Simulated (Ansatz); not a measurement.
## Effect of biaxial strain −3.18 %, plane normal [001], relaxed out of plane on HfSi2

The parent structure is HfSi2 (space group Cmcm, No. 63; a = 3.683 Å, b = 14.598 Å, c = 3.658 Å). Axes: x, y, z lie along a, b, c of the conventional cell.

It is then changed as follows: biaxial strain −3.18 %, plane normal [001], relaxed out of plane (Cartesian); in-plane vectors clamped, the third vector and the atoms free.

All numbers come from Ansatz (an electronic-structure program), PBE, PAW, cutoff 420 eV, no spin-orbit coupling. k-mesh 13×13×13 (Γ-centred); smearing 0.05 eV (Fermi–Dirac).

| quantity | base | changed | shift |
|---|---|---|---|
| volume per atom | 16.39 Å³ | 15.69 Å³ | -0.70 Å³ |
| shortest interatomic distance | 4.575 bohr | 4.594 bohr | +0.019 bohr |
| energy relative to the base (free energy F) | 0 meV/atom | +26 meV/atom | +26 meV/atom |
| pressure (mean of the normal stresses, compression positive) | 0.0 GPa | 5.5 GPa | +5.5 GPa |
| band gap | zero | zero | – |
| out-of-plane strain (rough) | – | +2.11 % | – |
| mean in-plane stress (compression positive) (rough) | – | +8.3 GPa | – |

Final structure (turned so that z lies along the plane normal):

```
HfSi2
1.0
    3.56566     0.00000     0.00000
    1.78283     7.06690     0.00000
    0.00000     0.00000     3.73534
Si Hf
4 2
Direct
  0.94494   0.11012   0.75000
  0.05506   0.88988   0.25000
  0.25130   0.49740   0.75000
  0.74870   0.50260   0.25000
  0.60422   0.79156   0.75000
  0.39578   0.20844   0.25000
```

Cost of the whole job for the changed cell (relaxation, final SCF and bands): around 6 core-minutes (rough).

Without a gap, meshes like the base's 13×13×13 leave anisotropic stresses uncertain by several tenths of a GPa, and small strain energies with them. No phonon test of stability was made. All final runs are without spin polarisation.
